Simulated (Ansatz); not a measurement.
Step by step: reaction energy

Subject: the reaction energy. Reaction: Eu (bcc) + 1/2 O2 (gas) + 2 H2O (gas) → EuH4O3 (Pmc2₁). A negative value means that the right-hand side lies lower.

EuH4O3 (Pmc2₁), 16 atoms in the cell; this is a cell whose start was taken from, or built on, an entry of a structure database, and that this text hasn't matched to a measured one; metallic (partly filled levels) with PBE; spin state with PBE: parallel moments, net moment 13.9 μB a cell. Conventional cell: a = 3.642 Å, b = 6.152 Å, c = 6.612 Å, α = β = γ = 90.00°.

Eu (bcc, Im-3m), 1 atom in the cell; spin state with PBE: net moment 7.3 μB a cell.

Method: Ansatz (a program for electronic structure), PAW, neutral cells at 0 K with nuclei at rest, on structures from PBE+D3(BJ). Ansatz runs with its default PAW set. Other levels take these structures. The lattices are those relaxed with PBE+D3(BJ), so at other levels the solids can be strained, which adds to the spread. A dispersion term (D3(BJ), or D4 for r2SCAN) was computed beside these levels and is taken off wherever the name lacks it. The runs are scalar-relativistic, without spin-orbit coupling. Runs with 4f elements can settle in higher electronic states, so these values are less sure. No search over spin orders was made beyond those shown. Where moments are parallel, another order may lie lower.

Total energies of the cells in eV, at zero smearing width. They compare only within one column; the weights balance every element.

| cell | atoms | weight | PBE | LDA |
|---|---|---|---|---|
| EuH4O3 (Pmc2₁) | 16 | +1 | -21073.65383 | -20597.56072 |
| Eu (bcc) | 1 | −2 | -8766.45235 | -8565.59990 |
| O2 (gas) | 2 | −1 | -1129.93688 | -1104.69203 |
| H2O (gas) | 3 | −4 | -599.22149 | -586.15620 |

PBE: (-21073.65383) − 2 × (-8766.45235) − (-1129.93688) − 4 × (-599.22149) = -13.926 eV; dividing by 2 gives -6.96 eV.

LDA: (-20597.56072) − 2 × (-8565.59990) − (-1104.69203) − 4 × (-586.15620) = -17.044 eV; dividing by 2 gives -8.52 eV.

What follows from the PBE value: Per mole of the reaction as written, -6.963 eV × 96.485 = -671.8 kJ.
